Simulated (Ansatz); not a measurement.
```xyz
6
Lattice="-1.8860 1.8860 4.7621 1.8860 -1.8860 4.7621 1.8860 1.8860 -4.7621" Properties=species:S:1:pos:R:3 pbc="T T T"
Ti     0.0000     0.0000     4.7621
Ti     1.8860     0.0000     2.3811
O      0.0000     0.0000     2.7809
O      1.8860     0.0000     0.3998
O      1.8860     0.0000     4.3623
O      0.0000     0.0000     6.7434
```

No spin polarisation.

All numbers come from DFT with r2SCAN, PAW potentials and a 500 eV plane-wave cutoff in Ansatz (a first-principles code), scalar-relativistic without spin-orbit coupling. k-mesh 12×12×12 (Γ-centred); smearing 0.05 eV (Fermi–Dirac).

Task: What smallest direct gap does the calculation give?

Result: 2.88 eV.

Task: Estimate the gap character.

Result: Indirect, Γ–X (87 % along) → Γ.

Task: What is the computed band gap?

Result: 2.52 eV.

Task: What width of the top valence band does the calculation give?

Result: 0.88 eV.

Load acts through the strain it causes; cell and atoms are relaxed under it. No phonon test of stability was made. The final runs are not spin-polarised. The cell was made from TiO2 in the anatase structure (space group I4_1/amd, No. 141) by this change: pressure 1.8 GPa.
